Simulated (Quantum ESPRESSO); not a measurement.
A user runs Quantum ESPRESSO on CuAs2 (I4/mcm, 6 atoms in the cell) and asks whether the run is sound. The aim is a self-consistent single point with DFT, LDA (PZ), plane waves, PSlibrary PAW (LDA) pseudopotentials.

Cell that was meant: a = 5.0134 Å, b = 5.0134 Å, c = 5.0134 Å, α = 117.54°, β = 74.41°, γ = 74.41°.

Part of the input:

```fortran
  degauss = 0.0099958
/
&ELECTRONS
  conv_thr = 1.0d-1
/
ATOMIC_SPECIES
Cu    63.5460  Cu.pz-dn-kjpaw_psl.1.0.0.UPF
```

Log, with long lists cut:

```
     file Cu.pz-dn-kjpaw_psl.1.0.0.UPF: wavefunction(s)  4S 3D renormalized
     G-vector sticks info
     --------------------
   [... lines left out ...]
        k(    1) = (   0.0000000   0.0000000   0.0000000), wk =   0.0058309
        k(    2) = (  -0.1428571   0.0000000   0.1666153), wk =   0.0466472
        k(    3) = (  -0.2857143   0.0000000   0.3332306), wk =   0.0466472
   [... 37 lines left out ...]

     Dense  grid:    65377 G-vectors     FFT dimensions: (  60,  60,  60)

     Smooth grid:    35575 G-vectors     FFT dimensions: (  45,  48,  48)

     Initial potential from superposition of free atoms

     starting charge      41.9989, renormalised to      42.0000
     Self-consistent Calculation

     iteration #  1     ecut=    55.00 Ry     beta= 0.70

     Threshold (ethr) on eigenvalues was too large:
     Diagonalizing with lowered threshold
     End of self-consistent calculation

     the Fermi energy is    10.5357 ev

!    total energy              =   -1095.04550345 Ry
     estimated scf accuracy    <       0.09598374 Ry
     smearing contrib. (-TS)   =      -0.01039375 Ry
     internal energy E=F+TS    =   -1095.03510970 Ry

     convergence has been achieved in   1 iterations

     Forces acting on atoms (cartesian axes, Ry/au):

     atom    1 type  1   force =     0.00000000    0.00000000   -0.00000000
     atom    2 type  1   force =     0.00000000   -0.00000000    0.00000000
     atom    3 type  2   force =    -0.00397934    0.00397934    0.00000000
     atom    4 type  2   force =     0.00397934   -0.00397934    0.00000000
   [... lines left out ...]
     Total force =     0.011255     Total SCF correction =     0.002684
   [... lines left out ...]

          total   stress  (Ry/bohr**3)                   (kbar)     P=    -1412.27
  -0.00961978   0.00000000   0.00000000        -1415.12        0.00        0.00
   0.00000000  -0.00961978  -0.00000000            0.00    -1415.12       -0.00
   0.00000000  -0.00000000  -0.00956163            0.00       -0.00    -1406.56

   JOB DONE.
```

Task: Is anything amiss in this input, and did it matter?

Result: The run is not sound. The fault is a convergence threshold that is too loose. A loop that stops early leaves an energy error of second order in the density error, but errors of first order in forces and stress. To fix it, tighten the threshold. The run converged in 1 iterations without an error; against the sound input the free energy goes up by 138 meV/atom, the pressure goes from -1.16 to -141.2 GPa and the largest force goes from 0.021 to 0.145 eV/Å. The full log also holds: “SCF correction compared to forces is large: reduce conv_thr to get better values”.

An input that runs soundly differs in these lines (not the only fix; some lines may just follow from the change or write a value another way):
```diff
-  conv_thr = 1.0d-1
+  conv_thr = 1e-10
```

With that input, the run converged in 10 iterations: free energy E − TS -14899.6800 eV; Fermi level (on the code's own zero) 10.37 eV; pressure -1.16 GPa; largest force (vector length) 0.021 eV/Å (DFT, LDA (PZ), plane waves, PSlibrary PAW (LDA) pseudopotentials).

On the sound input: the starting cell comes from a database of computed structures (which also holds hypothetical and non-ambient phases and stackings), without a prior relaxation at this level. Its lattice was rescaled by a random factor within 2.5 % of one. Spin polarisation is off. The run gives no clean gap (levels at the Fermi energy touch, overlap or are partly filled at this smearing), which alone does not show that the compound is a metal.
